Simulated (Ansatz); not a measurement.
Input and output of a self-consistent single point for a (001) slab of P (cut from a parent of space group no. 166; 6 atoms in the cell) (Ansatz, a quantum-chemistry and plane-wave program).

Level of theory: PBEsol, default PAW files made with PBE (plane waves; Ansatz).

```
CELL_PARAMETERS angstrom
      3.46180     0.00000     0.00000
     -1.73090     2.99801     0.00000
      0.00000     0.00000    21.41602
ATOMIC_POSITIONS crystal
  P  0.33333 0.66667 0.67314
  P  0.00000 0.00000 0.62001
  P  0.00000 0.00000 0.37999
  P  0.66667 0.33333 0.32686
  P  0.66667 0.33333 0.52656
  P  0.33333 0.66667 0.47344
```

Reference input (self-consistent single point, DFT, PBEsol, plane waves, default PAW files made with PBE): basis.ecutwfc = 420 eV; kpoints.mp_grid.grid = 10 10 1; hamiltonian.xc = pbesol; hamiltonian.pseudopotentials = {kind: paw} (the program's default PAW files); scf.occupations.method = gaussian; scf.occupations.width = 0.1 eV. This run's input differs from it in these lines:

Ansatz 0.2 input:
```diff
@@ -13,3 +13,3 @@
 basis:
-  ecutwfc: 420.0
+  ecutwfc: 295.0
 kpoints:
```

The program printed (abridged):

```
SCF iter   1: F=—  HF=-4439.736050 eV  |F-HF|=—  |Δ(HF+E_count)|=         —  Δρ=2.93e-3  dr2=5.23e-2  ethr=1.77e-3  ⟨swp⟩=10.6  Hψ=2307  notcnv=0
all-band conjugate gradients solve this SCF's bands
preconditioner: auto → LDOS
SCF iter   2: F=—  HF=-4439.741821 eV  |F-HF|=—  |Δ(HF+E_count)|=   5.77e-3  Δρ=2.00e-3  dr2=1.06e-1  ethr=1.74e-4  ⟨swp⟩=2.7  Hψ=645  notcnv=0  defer=17
   [... lines left out ...]
SCF iter   4: F=—  HF=-4439.730403 eV  |F-HF|=—  |Δ(HF+E_count)|=   2.95e-3  Δρ=2.46e-4  dr2=5.99e-4  ethr=9.67e-5  ⟨swp⟩=2.0  Hψ=342  notcnv=0  defer=16
SCF iter   5: F=—  HF=-4439.730284 eV  |F-HF|=—  |Δ(HF+E_count)|=   1.18e-4  Δρ=6.89e-5  dr2=4.31e-5  ethr=2.00e-6  ⟨swp⟩=2.1  Hψ=460  notcnv=0  defer=16
SCF iter   6: F=—  HF=-4439.730284 eV  |F-HF|=—  |Δ(HF+E_count)|=   1.98e-7  Δρ=1.67e-5  dr2=7.47e-7  ethr=1.44e-7  ⟨swp⟩=2.7  Hψ=465  notcnv=0  defer=4
SCF iter   7: F=-4439.730285 eV  HF=-4439.730285 eV  |F-HF|=2.80e-8  |Δ(HF+E_count)|=   5.87e-7  Δρ=3.43e-6  dr2=2.24e-8  ethr=3.33e-10  ⟨swp⟩=12.5  Hψ=1828  notcnv=0
SCF 1 converged in 7 iterations: F = -4439.730285 eV  dr2 = 2.24e-8
Free energy (F): -4439.730285 eV
Internal energy: -4439.726697 eV  (E = F + TS)
E sigma→0 (E₀):  -4439.728491 eV
Entropy (-TS):   -0.003588 eV (-0.598 meV/atom)
Fermi energy:    1.735276 eV
--- Forces (eV/Å), atoms counted from 1 ---
  atom   1  P      0.00000000    -0.00000000    -0.09970546
  atom   2  P     -0.00000000    -0.00000000    -0.32368193
  atom   3  P      0.00000000     0.00000000     0.32368193
  atom   4  P      0.00000000     0.00000000     0.09970546
  atom   5  P      0.00000000     0.00000000     0.24553432
  atom   6  P      0.00000000    -0.00000000    -0.24553432
--- Stress (GPa, compression-positive) ---
       -2.714732       0.000000      -0.000000
       -0.000000      -2.714732      -0.000000
       -0.000000      -0.000000      -1.534149
  P = ⅓ Tr σ = -2.3212 GPa (-23.212 kbar)
  The stress holds the Pulay correction. Without it, at fixed plane waves, as pw.x and ABINIT print it: P = -3.7520 GPa
```

The run converged in 7 iterations. Against the reference run the free energy rises by 54.2 meV/atom and the largest force hardly changes (0.316 to 0.324 eV/Å).

The starting cell comes from a database of computed structures (which also holds hypothetical and non-ambient phases and stackings), without a prior relaxation at this level. The slab is cut from that crystal, and its faces are unrelaxed. Its lattice was rescaled by up to half a per cent. Spin polarisation is off, though cut faces can carry moments; the slab shows no gap. The cutoff lies below the one recommended for these files.
